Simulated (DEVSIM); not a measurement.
Structure: abrupt Si n-p junction, at 300 K.

```csv
layer (left to right),material,thickness (μm),Nd (cm⁻³),Na (cm⁻³),τn (s),τp (s)
1,Si,1.60,1.7e15,-,2.4e-6,2.4e-6
2,Si,5.20,-,8.1e14,2.4e-6,2.4e-6
```

Left contact: ohmic. Right contact: ohmic. Voltage is applied to the left contact. Recombination: SRH at mid-gap, radiative. Mobility is μmin + (μ − μmin)/(1 + (N/Nref)^α).

Constants are typed, rounded textbook-type inputs, not results; the design itself was drawn at random and stands for no fabricated device. Values at 300 K.

| parameter | Si |
|---|---|
| gap (eV) | 1.124 |
| affinity (eV) | 4.05 |
| permittivity | 11.7 |
| Nc (cm⁻³) | 2.86e19 |
| Nv (cm⁻³) | 3.1e19 |
| μn (cm²/Vs) | 1417 |
| μp (cm²/Vs) | 470 |
| μn,min | 52 |
| μp,min | 45 |
| Nref,n | 9.7e16 |
| Nref,p | 2.2e17 |
| αn | 0.68 |
| αp | 0.72 |
| B (cm³/s) | 4.7e-15 |

Simulated with DEVSIM: 1D drift-diffusion, Boltzmann statistics, complete ionisation; no tunnelling, impact ionisation, image-force lowering or self-heating.

Question: Tabulate band edges, carrier densities and field at zero bias.

Answer: Energies count from the Fermi level of the right contact; mesh points crowd at the junctions.

| x (μm) | Ec (eV) | Ev (eV) | n (cm⁻³) | p (cm⁻³) | field (V/cm) |
|---|---|---|---|---|---|
| 0.000 | 0.252 | -0.872 | 1.7e15 | 68000 | ≈ 0 |
| 0.02573 | 0.252 | -0.872 | 1.7e15 | 68000 | ≈ 0 |
| 0.07819 | 0.252 | -0.872 | 1.7e15 | 68000 | ≈ 0 |
| 0.1770 | 0.252 | -0.872 | 1.7e15 | 68000 | ≈ 0 |
| 0.4968 | 0.252 | -0.872 | 1.7e15 | 68000 | ≈ 0 |
| 0.9743 | 0.253 | -0.871 | 1.6e15 | 72000 | 130 |
| 1.306 | 0.281 | -0.843 | 5.4e14 | 210000 | 2500 |
| 1.501 | 0.372 | -0.752 | 1.6e13 | 7200000 | 7100 |
| 1.562 | 0.420 | -0.704 | 2.6e12 | 4.5e7 | 8600 |
| 1.594 | 0.449 | -0.675 | 8.3e11 | 1.4e8 | 9500 |
| 1.615 | 0.469 | -0.655 | 3.8e11 | 3.1e8 | 9500 |
| 1.680 | 0.527 | -0.597 | 4.0e10 | 2.9e9 | 8600 |
| 1.791 | 0.616 | -0.508 | 1.3e9 | 9.0e10 | 7200 |
| 2.021 | 0.750 | -0.374 | 7300000 | 1.6e13 | 4400 |
| 2.705 | 0.850 | -0.274 | 150000 | 7.6e14 | 110 |
| 3.914 | 0.851 | -0.273 | 140000 | 8.1e14 | ≈ 0 |
| 5.393 | 0.851 | -0.273 | 140000 | 8.1e14 | ≈ 0 |
| 6.133 | 0.851 | -0.273 | 140000 | 8.1e14 | ≈ 0 |
| 6.562 | 0.851 | -0.273 | 140000 | 8.1e14 | ≈ 0 |
| 6.693 | 0.851 | -0.273 | 140000 | 8.1e14 | ≈ 0 |
| 6.761 | 0.851 | -0.273 | 140000 | 8.1e14 | ≈ 0 |
| 6.800 | 0.851 | -0.273 | 140000 | 8.1e14 | ≈ 0 |
